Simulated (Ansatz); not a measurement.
System: interstitial F in wurtzite ZnO (charge state -1). Level of theory: PBE, PAW (plane waves to 420 eV; Ansatz, an electronic-structure program).

Cell of 72 host sites held at the relaxed PBE lattice; one k-point at (0.125, 0.250, 0.250); Fermi-Dirac width 0.01 eV, spin-restricted; finite-size errors left in. No zero-point or tunnelling terms. The charge state is imposed; whether it is stable for some Fermi level was not computed. Sites that were not tried may lie lower. The start lies 0.12 eV above the lowest site run (PBE).

Barriers: single points on a 2×2×2 k-point mesh shifted by half a step along c at the bands' geometries.

The step: one F atom jumps by itself. Atoms about the jump, Cartesian Å from the middle of the jump, before and after:

```csv
atom,x0,y0,z0,x1,y1,z1
F1,0.63,-1.09,0.00,-0.63,1.09,0.00
Zn2,0.63,0.31,-1.38,0.58,0.39,-1.38
Zn3,-0.98,-0.63,1.76,-1.04,-0.54,1.75
O4,0.63,0.45,1.95,0.71,0.32,1.94
O5,-1.13,-0.57,-1.78,-1.06,-0.70,-1.79
Zn6,-2.64,0.37,-0.95,-2.56,0.35,-0.89
Zn7,-0.98,-2.39,-0.89,-1.01,-2.47,-0.95
O8,-2.62,0.33,1.06,-2.75,0.34,1.15
O9,-1.08,-2.55,1.15,-1.02,-2.44,1.06
O10,2.38,-0.57,-1.78,2.26,-0.58,-1.60
O11,0.63,2.25,-1.60,0.70,2.35,-1.78
Zn12,0.63,2.35,1.84,0.58,2.26,1.76
Zn13,2.24,-0.63,1.75,2.35,-0.63,1.84
Zn14,2.23,-2.39,-0.89,2.28,-2.48,-0.93
Zn15,-1.01,3.21,-0.93,-0.96,3.13,-0.89
O16,-1.00,3.18,1.08,-1.04,3.30,1.14
O17,2.34,-2.55,1.14,2.26,-2.46,1.08
```

### Question
Predict the transition state.

### Answer

```tsv
atom	x	y	z
F1	-0.06	-0.03	0.08
Zn2	0.53	0.32	-1.68
Zn3	-0.95	-0.55	1.83
O4	0.76	0.44	2.24
O5	-1.22	-0.70	-1.98
Zn6	-2.58	0.31	-0.93
Zn7	-1.03	-2.38	-0.93
O8	-2.66	0.35	1.08
O9	-1.03	-2.47	1.08
O10	2.29	-0.60	-1.72
O11	0.62	2.30	-1.72
Zn12	0.63	2.31	1.88
Zn13	2.32	-0.60	1.88
Zn14	2.25	-2.42	-0.93
Zn15	-0.99	3.17	-0.93
O16	-0.98	3.19	1.08
O17	2.27	-2.44	1.08
```
It lies 0.53 eV above the start and 0.53 eV above the end. The saddle point's order was not checked, and it lies on a symmetry element of the cell, where a band can be held.
